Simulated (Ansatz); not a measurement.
Partial pair distribution functions of a relaxed model of amorphous Hf18O38Sn, broadened by 0.06 Å; density 8.84 g/cm³. Level of theory: PBE, scalar-relativistic without spin-orbit coupling (plane waves to 420 eV, PAW; Ansatz, an electronic-structure program).

The cell was made by melting and quenching with the CHGNet potential and then relaxed with DFT. O atoms were pushed apart under 1.9 Å during the dynamics, to hinder bonds among them. The hot cell started wider than the set density and was brought back towards it in steps. It is the lowest in DFT energy of 2 quenches. It is a model cell: composition and starting density were chosen by hand, and all elements were melted together. No dispersion term was used. Its density started from a set value of 8.84 and ended at 8.84 g/cm³. The simulated quench (nominally 300 K/ps over its main leg) is rapid and tends to freeze in more defects than a deposited or slowly cooled glass has. One small periodic cell is one sample of the glass; other quenches scatter about these values. The volume was held where the preparation left it and the shape relaxed, at a PBE pressure of 0.2 GPa.

| r (Å) | g Hf-O | g O-Sn | g Hf-Hf | g O-O |
|---|---|---|---|---|
| 1.75 | 0.00 | 0.00 | 0.00 | 0.00 |
| 1.85 | 0.24 | 0.10 | 0.00 | 0.00 |
| 1.95 | 2.79 | 3.35 | 0.00 | 0.00 |
| 2.05 | 6.87 | 9.12 | 0.00 | 0.00 |
| 2.15 | 6.46 | 3.41 | 0.00 | 0.00 |
| 2.25 | 3.37 | 1.84 | 0.00 | 0.00 |
| 2.35 | 0.97 | 0.18 | 0.00 | 0.11 |
| 2.45 | 0.35 | 0.00 | 0.00 | 0.74 |
| 2.55 | 0.27 | 0.00 | 0.00 | 1.77 |
| 2.65 | 0.22 | 0.00 | 0.00 | 2.24 |
| 2.75 | 0.09 | 0.00 | 0.00 | 2.38 |
| 2.85 | 0.04 | 0.00 | 0.00 | 2.70 |
| 2.95 | 0.04 | 0.02 | 0.00 | 2.10 |
| 3.05 | 0.24 | 0.76 | 0.18 | 1.74 |
| 3.15 | 0.46 | 2.01 | 1.43 | 1.40 |
| 3.25 | 0.44 | 0.36 | 2.89 | 1.09 |
| 3.35 | 0.38 | 0.00 | 3.15 | 0.86 |
| 3.45 | 0.38 | 0.01 | 2.80 | 0.67 |
| 3.55 | 0.60 | 0.40 | 1.53 | 0.59 |
| 3.65 | 0.66 | 2.20 | 2.25 | 0.79 |
| 3.75 | 0.73 | 2.04 | 2.59 | 0.68 |
| 3.85 | 0.81 | 1.00 | 1.80 | 0.80 |
| 3.95 | 1.01 | 1.18 | 1.65 | 1.12 |
| 4.05 | 1.11 | 1.42 | 0.90 | 1.18 |
| 4.15 | 1.09 | 1.78 | 0.99 | 1.01 |
| 4.25 | 1.19 | 1.95 | 0.54 | 0.74 |
| 4.35 | 1.56 | 1.55 | 0.33 | 0.68 |

Within 2.82 Å each Hf has 6.39 O neighbours on average.
